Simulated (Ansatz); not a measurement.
# HfN under a change: N → Cl

Take HfN in the rock salt structure (space group Fm-3m, No. 225; a = 4.525 Å) as the base.

It is then changed as follows: every N is replaced by Cl, then cell and atoms are relaxed.

Calculations: Ansatz (an electronic-structure program), r2SCAN, PAW, cutoff 500 eV, scalar-relativistic without spin-orbit coupling. Γ-centred 15×15×15 mesh, Fermi–Dirac width 0.05 eV, for the changed cell.

The volume per atom rises by 6.06 Å³ to 17.65 Å³ and the density shrinks by 3.73 g/cm³ to 10.07 g/cm³. The lattice parameter a rises by 0.682 Å (4.525 Å → 5.207 Å) and the shortest interatomic distance increases by 0.341 Å, from 2.263 Å to 2.604 Å. The band gap is still zero.

Final structure:

```xyz
2
Lattice="0.0000 2.6035 2.6035 2.6035 0.0000 2.6035 2.6035 2.6035 0.0000" Properties=species:S:1:pos:R:3 pbc="T T T"
Cl     0.0000     0.0000     0.0000
Hf     2.6035     2.6035     2.6035
```

Whether these cells are dynamically stable was not tested. As relaxed here, HfCl is a hypothetical phase, not in the database extracts checked. All final runs are without spin polarisation. An odd electron count without spin: HfCl and HfN.
